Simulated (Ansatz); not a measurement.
The reference is Ti in the hcp (Mg type) structure (space group P6_3/mmc, No. 194; a = 2.9364 Å, c = 4.6402 Å; relaxed with 0.1 eV smearing). Axes: x lies along a and z along c of the hexagonal cell.

Calculations: Kohn–Sham DFT with the r2SCAN functional, run in Ansatz (a program for electronic structure) with PAW and 500 eV plane waves, spin-orbit coupling left out.

One thing is altered: an isotropic linear strain of +3.00 %; the atoms relax in the strained cell.

Q: Predict the stress tensor and what it implies for the stiffness.

A: Stress of the strained cell less that of the base (GPa, compression positive):
```
   -8.9     0.0     0.0
    0.0    -8.9     0.0
    0.0     0.0    -8.8
```

Then B = −ΔP/(ΔV/V₀) with ΔV/V₀ = 0.0927 gives secant stiffness values (nonlinear terms included at this strain): B (at held cell shape, above the free-shape value) ≈ 95 GPa.

As a check, the harmonic strain energy −½ V₀ Δσ:ε is 43 meV/atom; the computed energy rise is 47 meV/atom.

Whether these cells are dynamically stable was not tested. The final runs are not spin-polarised.
